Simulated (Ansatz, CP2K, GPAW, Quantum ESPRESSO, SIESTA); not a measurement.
## SrCd (Pm-3m, 2 atoms in the cell) computed with different codes at matched settings

Self-consistent single point.

```xyz
2
Lattice="4.0667 0.0000 0.0000 0.0000 4.0667 0.0000 0.0000 0.0000 4.0667" Properties=species:S:1:pos:R:3 pbc="T T T"
Sr     2.0334     2.0334     2.0334
Cd     0.0000     0.0000     0.0000
```

Shared settings, as Ansatz (an electronic-structure program) writes them: kpoints.mp_grid.grid = 11 11 11; scf.occupations.method = fermi_dirac; scf.occupations.width = 0.1 eV. Potentials and cutoffs stand in the table.

```json
[
 {"code": "Quantum ESPRESSO", "model": "LDA (PZ), GBRV 1.5 ultrasoft (LDA) pseudopotentials", "pressure (GPa)": "-3.21", "cutoff": "40 Ry"},
 {"code": "CP2K", "model": "LDA (Pade form), GPW, DZVP-MOLOPT-SR-GTH basis, GTH-PADE potentials (GTH_POTENTIALS)", "pressure (GPa)": "-2.69", "cutoff": "grid 500 Ry"},
 {"code": "Ansatz", "model": "LDA (PW92), PAW files made with PBE", "pressure (GPa)": "-3.01", "cutoff": "default"},
 {"code": "GPAW", "model": "LDA (Perdew-Wang 92), GPAW PAW datasets LDA (gpaw-data 1.0.1)", "pressure (GPa)": "-3.05", "cutoff": "550 eV"},
 {"code": "SIESTA", "model": "LDA PW92, numerical atomic orbitals DZP, PseudoDojo LDA standard norm-conserving potentials (rewritten from UPF to PSML)", "pressure (GPa)": "-1.20", "cutoff": "grid 400 Ry"}
]
```

The spread over the programs that give each value: pressure within 2.01 GPa.

CP2K and SIESTA use small atom-centred bases, whose incompleteness enters pressures, forces and empty levels differently from a plane-wave cutoff. Ansatz's pressure is given at a fixed set of plane waves, as the other plane-wave codes print theirs. The same LDA comes in different parametrisations, which differ slightly. In the pressure, SIESTA (by 1.85) lies more than 1 GPa from the median of the plane-wave programs.

The starting cell comes from a database of computed structures (which also holds hypothetical and non-ambient phases and stackings), without a prior relaxation at this level. Its lattice was rescaled by a random factor within 2.5 % of one.

Left out of this page: Elk (not drawn, or without a comparable value); FLEUR (with a known weakness of the program).

Keys are those of Ansatz 0.2.
